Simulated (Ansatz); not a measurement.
# 3 layers of antimonene, started at antiparallel, shifted by (1/3,2/3) (facing atoms over hollows or bridges; antimonene a predicted or substrate-bound sheet, here free)

Levels used, each named beside its values: PBE+D3(BJ) (plane waves to 420 eV, PAW; Ansatz, a quantum-chemistry and plane-wave program); PBE+D3(BJ) with spin-orbit coupling (plane waves to 420 eV, PAW; Ansatz). Geometries and values that name no level are of the first. Values not marked SOC have no spin–orbit coupling. Its k-point mesh 9×9×1, Fermi–Dirac width 0.01 eV. A dipole correction is on.

```
Property                                                                  Result
-----------------------------------------------------------  -------------------
gap between facing atomic planes                                    2.66, 2.66 Å
step of the vacuum level across the stack (top less bottom)             -0.09 eV
PBE gap over the mesh and listed points off it                            closed
PBE+SOC gap at the same geometry                             closed or nearly so
```

```
CELL_PARAMETERS angstrom
      4.06908     0.00000     0.00000
     -2.03454     3.52392     0.00000
      0.00000     0.00000    29.62000
ATOMIC_POSITIONS crystal
  Sb 0.33333 0.66667 0.32652
  Sb 0.66667 0.33333 0.38221
  Sb 0.00000 0.00000 0.47196
  Sb 0.66667 0.33333 0.52786
  Sb 0.33333 0.66667 0.61762
  Sb 0.66667 0.33333 0.67382
```
